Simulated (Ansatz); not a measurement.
Base system: TiAl (space group P4/mmm, No. 123; a = 2.813 Å, c = 4.058 Å). Axes: x, y, z lie along a, b, c of the conventional cell.

All numbers come from r2SCAN in Ansatz (plane waves to 500 eV, PAW, no spin-orbit coupling).

For the base:

| Item | Value |
|---|---|
| Pressure | 0.0 GPa |
| Shortest interatomic distance | 2.813 Å |

It is then changed as follows: strain tensor (xx, yy, zz, yz, xz, xy) = (+1.77, +1.61, +0.10, +1.20, +0.52, +1.34) %, atoms relaxed at fixed cell.

Q: Estimate the effect on the pressure, energy relative to the base and shortest interatomic distance.

A: The pressure (mean of the normal stresses, compression positive) goes from zero to -3.8 GPa; the energy increases by 13 meV/atom; the shortest interatomic distance rises by 0.021 Å (2.813 Å → 2.834 Å).

Without a gap, meshes like the base's 16×16×12 leave anisotropic stresses uncertain by several tenths of a GPa, and small strain energies with them. No phonon test of stability was made. The final runs are not spin-polarised.

Ansatz is an electronic-structure program.
